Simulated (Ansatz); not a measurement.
Migration barriers: interstitial H in amorphous Al32O48 (a melt-quenched model of 80 atoms), charge state -1

System: interstitial H in amorphous Al32O48 (a melt-quenched model of 80 atoms) (charge state -1). Level of theory: PBE, PAW (plane waves to 420 eV; Ansatz, a quantum-chemistry and plane-wave program).

80-site cell at the glass model's own volume, the Γ point alone, smearing 0.01 eV, spin-restricted, no finite-size correction. Energies are static. This is one neighbourhood of one small, fast-quenched model, and the added charge may sit on a native defect of the glass. The charge state is imposed; whether it is stable for some Fermi level was not computed. Sites that were not tried may lie lower. At one site or more, about 1.5 electron(s) of the cell lie at energies of the host's conduction band, so they may not be on the defect.

Barriers: single points on a 2×2×2 k-point mesh shifted by half a step at the bands' geometries.

```tsv
Route	Start site over the lowest site run (eV)	Hop (Å)	Forward barrier (eV)	Backward barrier (eV)	Neighbours at the start	Neighbours at the saddle	Saddle order	Forward, on the band's own sampling (eV)
several atoms move together, H the farthest	0.22	2.55	1.20	0.91	O at 1.03, O at 1.68 Å	Al at 2.05, Al at 2.09; O at 1.00, O at 1.59 Å	not checked	1.21
```

Paths come from nudged elastic bands with a climbing image.   A further band (several atoms move together, H the farthest, 2.81 Å) gave 0.50 eV forward on its own sampling, 0.53 eV above the lowest site run, but at one of its points the charge lies in the host's bands or the defect's levels are part-filled, so it is not taken as a result.

The whole set of runs took about 2.3 core-hours (a rough figure).
